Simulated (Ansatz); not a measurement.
Si (diamond structure), cut as (111) film, 6 layers, monochloride, Cl-ended; geometry relaxed with PBE. The relaxation kept the symmetry of its start, so a lower minimum of less symmetry isn't excluded. The in-plane lattice is held at the bulk value. With PBE in Ansatz (a first-principles code) the gap on the k-mesh of the run is 0.96 eV. k-points: Γ-centred 8×8×1 mesh; occupations: Fermi-Dirac, 0.020 eV; spin polarisation not allowed. Spin-orbit coupling is left out.

Task: What gap does Ansatz with HSE06 give on the same geometry and mesh?

Result: 1.57 eV, wider by 0.61 eV.
